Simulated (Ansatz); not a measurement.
A computed series for hypothetical P6_3/mmc SnSe2: response to strain

Base system: SnSe2 in the 2H-MoS2 type structure (space group P6_3/mmc, No. 194; a = 3.7956 Å, c = 12.0254 Å; a hypothetical phase, not in the database extracts checked; layered, stacked along the Cartesian z axis). Axes: x lies along a and z along c of the hexagonal cell.

Strains are applied to the cell and any free atomic positions relax; under biaxial strain the out-of-plane vector relaxes too.

The values are results of Ansatz (a quantum-chemistry and plane-wave program) r2SCAN+rVV10, spin-orbit coupling left out, not measurements.

Notes on the quantities. pressure: mean of the normal stresses, compression positive.

```csv
variant,volume per atom,pressure,space group
base,25.01 Å³,0.0 GPa,P6_3/mmc (No. 194)
"biaxial strain −1.24 %, plane normal [001], relaxed out of plane",[?],[?],P6_3/mmc (No. 194)
"biaxial strain −0.92 %, plane normal [001], relaxed out of plane",24.80 Å³,0.8 GPa,P6_3/mmc (No. 194)
"biaxial strain +3.68 %, plane normal [001], relaxed out of plane",25.93 Å³,-2.4 GPa,P6_3/mmc (No. 194)
isotropic strain +2.03 %,26.56 Å³,-2.7 GPa,P6_3/mmc (No. 194)
uniaxial strain ε_xx = −0.64 %,24.85 Å³,0.4 GPa,Cmcm (No. 63)
uniaxial strain ε_yy = −4.16 %,23.97 Å³,2.8 GPa,Cmcm (No. 63)
uniaxial strain ε_zz = +2.35 %,25.59 Å³,-0.7 GPa,P6_3/mmc (No. 194)
uniaxial strain ε_zz = +3.65 %,25.92 Å³,-1.0 GPa,P6_3/mmc (No. 194)
tensor shear ε_xy = −0.61 %,25.00 Å³,0.0 GPa,P2_1/m (No. 11)
```

Q: What belongs in the blanks?

A: 
- biaxial strain −1.24 %, plane normal [001], relaxed out of plane, volume per atom: 24.73 Å³
- biaxial strain −1.24 %, plane normal [001], relaxed out of plane, pressure: 1.1 GPa

Without a gap, meshes like the base's 14×14×4 leave anisotropic stresses uncertain by several tenths of a GPa, and small strain energies with them. Stability against distortions was not tested. All final runs are without spin polarisation.
